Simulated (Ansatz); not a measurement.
## SnSe2: pressure series

Consider SnSe₂ in the CdI2 type structure (space group P-3m1, No. 164; a = 3.840 Å, c = 6.007 Å; layered, stacked along the Cartesian z axis).

Cell and atoms are relaxed at each pressure.

Level of theory: Ansatz (a quantum-chemistry and plane-wave program), PBE-D3(BJ), PAW, cutoff 420 eV, scalar-relativistic without spin-orbit coupling.

Candidates:
(a) pressure −1 GPa
(b) pressure 3 GPa
(c) pressure 0.7 GPa
(d) pressure 5 GPa
(e) pressure 0.3 GPa

Base values:

- c/a ratio = 1.564

Task: Order them by c/a ratio, highest first.

Result: (a) pressure −1 GPa (1.618), (e) pressure 0.3 GPa (1.554), (c) pressure 0.7 GPa (1.542), (b) pressure 3 GPa (1.495), (d) pressure 5 GPa (1.464)

A case with no gap was solved on a k-mesh chosen for an insulator, which is coarse for it. Load acts through the strain it causes; cell and atoms are relaxed under it. Stability against distortions was not tested. Competing high-pressure phases were not computed. The final runs are not spin-polarised.
